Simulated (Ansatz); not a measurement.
Thickness series in hypothetical CdI2 type SiO2

Consider SiO2 in the CdI2 type structure (space group P-3m1, No. 164; a hypothetical phase, not in the database extracts checked; layered, stacked along the Cartesian z axis).

```
CELL_PARAMETERS angstrom
      2.67027     0.00000     0.00000
     -1.33513     2.31252     0.00000
      0.00000     0.00000     4.54215
ATOMIC_POSITIONS crystal
  Si 0.00000 0.00000 0.00000
  O  0.66667 0.33333 0.19876
  O  0.33333 0.66667 0.80124
```

Free-standing slabs (3 atom(s) a layer) normal to the stacking axis with 15 Å of vacuum; in-plane cell relaxed.

Method: plane-wave PAW DFT at the r2SCAN+rVV10 level (Ansatz, a quantum-chemistry and plane-wave program, 500 eV), scalar-relativistic without spin-orbit coupling.

| number of layers | band gap (eV) |
|---|---|
| 1 | 7.92 |
| 2 | 7.58 |
| 3 | ? |
| 4 | 7.36 |

Problem. Fit E_g(N) = E_bulk + A N^(−s) with E_bulk = 7.21 eV, fitted as a line in log–log form to the rows shown and predict the withheld row.

Solution. Least squares on the printed values gives A = 0.74 eV, s = 1.12 (largest residual 0.03 eV); this predicts 7.43 eV, and the run gives 7.43 eV, in agreement.

Gaps are read on the SCF mesh and a high-symmetry path. Stability against distortions was not tested.
